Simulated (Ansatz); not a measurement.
## PbSe: holes 5.0×10^20 cm⁻³

Base system: PbSe in the rock salt structure (space group Fm-3m, No. 225; a = 6.1780 Å).

The change: hole doping at 5.0×10^20 cm⁻³ (0.0295 per cell), with a uniform compensating background at fixed cell and a 300 K Fermi–Dirac width.

Computed with r2SCAN in Ansatz (plane waves to 500 eV, PAW, no spin-orbit coupling). Settings: 21×21×21 k-points, 0.0259 eV Fermi–Dirac smearing.

| quantity | base | changed | shift |
|---|---|---|---|
| gap between the host's bands | 0.67 eV | 0.68 eV | +0.01 eV |
| gap character | direct at L | direct at L | – |
| valley order (the lowest conduction-band minima on the path, energy above the VBM, named in the base's zone) | L along ⟨111⟩ 0.67 eV; a point along ⟨110⟩, about 0.6 Å⁻¹ from Γ 1.46 eV | L along ⟨111⟩ 0.68 eV; a point along ⟨110⟩, about 0.6 Å⁻¹ from Γ 1.47 eV | – |
| Fermi level relative to the doped band's edge (positive inside the band; to 0.05 eV) | – | +0.35 eV | – |

Final structure:

```
PbSe
1.0
    0.00000     3.08901     3.08901
    3.08901     0.00000     3.08901
    3.08901     3.08901     0.00000
Se Pb
1 1
Cartesian
  0.00000   0.00000   0.00000
  3.08901   3.08901   3.08901
```
Cell charge +0.029475.

Charged cell with a jellium background: band edges are those of the host's band count, energies are not comparable with the neutral cell, and many-body gap narrowing is missing. With Pb present, leaving out spin-orbit coupling can change the band edges. Whether these cells are dynamically stable was not tested.

Ansatz is a first-principles code.
